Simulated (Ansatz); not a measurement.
An input for Ansatz (PBE) and the part of its output that reports the quasi-harmonic study. Lengths are of the primitive cell. 

Ansatz 0.2 input:
```yaml
crystal:
  lattice:
    - [3.0312783705, 0.0, 0.0]
    - [-1.5156391852, 2.6251640748, 0.0]
    - [0.0, 0.0, 3.2275571608]
  atoms:
    - { symbol: Ti, position: [0.0, 0.0, 0.0] }
    - { symbol: B, position: [0.3333333333, 0.6666666667, 0.5] }
    - { symbol: B, position: [0.6666666667, 0.3333333333, 0.5] }
kpoints:
  mp_grid: { grid: [12, 12, 12] }
hamiltonian:
  xc: pbe
  pseudopotentials: { kind: paw }
scf:
  occupations: { method: methfessel_paxton, width: 0.15 }
phonons:
  method: dfpt
  qmesh: [4, 4, 3]
  temperatures: { t_max: 1000, t_step: 25 }
  thermal_expansion: {}
checkpoint:
  write: run
```

```
--- Thermal expansion: 17 cells in 3 rounds, 0 GPa ---
  no lower state was reached at cell 6; its state was not examined: fill_not_monotonic
  without vibrations: a 3.03157, b 3.03157, c 3.22495 Å, V 25.6678 Å³, B 250.29 GPa
  at 0 K: a 3.04201, b 3.04201, c 3.23349 Å, V 25.9134 Å³, B 244.66 GPa
  zero-point expansion: a +0.344, b +0.344, c +0.265, V +0.957 %
      T/K        a/Å        b/Å        c/Å       V/Å³ | expansion of a, b, c, V (1e-6/K)   | that of V in the mean from 25 °C | C_P, C_V (J/mol K of the cell) | B_T, B_S (GPa)
     0.00    3.04201    3.04201    3.23349    25.9134 |    0.00    0.00    0.00    0.00 |    6.75 |     0.000     0.000 |   244.66   244.66
   100.00    3.04207    3.04207    3.23360    25.9152 |    0.65    0.65    1.56    2.87 |    9.80 |     7.859     7.856 |   244.52   244.62
   200.00    3.04252    3.04252    3.23477    25.9323 |    2.37    2.37    5.47   10.20 |   13.06 |    28.872    28.793 |   243.51   244.18
   298.15    3.04348    3.04348    3.23690    25.9656 |    3.97    3.97    7.63   15.56 |       - |    44.918    44.645 |   241.88   243.36
   375.00    3.04452    3.04452    3.23891    25.9997 |    4.93    4.93    8.52   18.39 |   17.07 |    53.326    52.849 |   240.37   242.54
   475.00    3.04617    3.04617    3.24180    26.0510 |    5.83    5.83    9.20   20.86 |   18.59 |    60.554    59.782 |   238.26   241.33
   575.00    3.04804    3.04804    3.24485    26.1077 |    6.45    6.45    9.62   22.52 |   19.76 |    65.230    64.148 |   236.04   240.02
   675.00    3.05008    3.05008    3.24803    26.1682 |    6.90    6.90    9.92   23.72 |   20.70 |    68.432    67.033 |   233.77   238.65
   775.00    3.05224    3.05224    3.25129    26.2316 |    7.24    7.24   10.14   24.63 |   21.48 |    70.755    69.035 |   231.46   237.22
   875.00    3.05450    3.05450    3.25462    26.2973 |    7.52    7.52   10.33   25.38 |   22.14 |    72.537    70.492 |   229.12   235.76
   975.00    3.05684    3.05684    3.25801    26.3650 |    7.76    7.76   10.50   26.02 |   22.72 |    73.976    71.599 |   226.75   234.28
  1000.00    3.05743    3.05743    3.25887    26.3822 |    7.81    7.81   10.54   26.17 |   22.86 |    74.297    71.836 |   226.16   233.91
  stiffness (GPa) against the strains that keep the symmetry, 3 along the crystal's axis
    without vibrations: C11 + C12 716.24, C13 104.28, C33 448.02
  the static fit leaves 0.002 meV an atom of the energies and, of the stresses, 0.001 GPa of each cell's largest along a strain (root mean squares over the cells), whose Pulay part it has at -0.043 GPa
  vibrations' free energy: its fit leaves 0.0001 meV an atom at the most
  the electrons' free energy at temperature is in it; its fit leaves 0.0023 meV an atom at the most
  free energies summed between the sampled wave vectors
  estimated error of the fitted expansion in any direction: up to 0.175e-6/K, at 1000 K (an estimate, not a bound: it was exceeded on models of known expansion)
  by sums over the sampled wave vectors an expansion of the volume parts by up to 0.17e-6/K
  by a static energy of one degree less an expansion of the volume parts by up to 0.01e-6/K
```

Warnings of the run: phonon_interpolation_lacks_quadrupole_term, thermal_expansion_settings.

Cost: very roughly 110 core-minutes.

The crystal is held in this phase throughout; melting and phase transitions are not modelled.

Ansatz is a first-principles code.
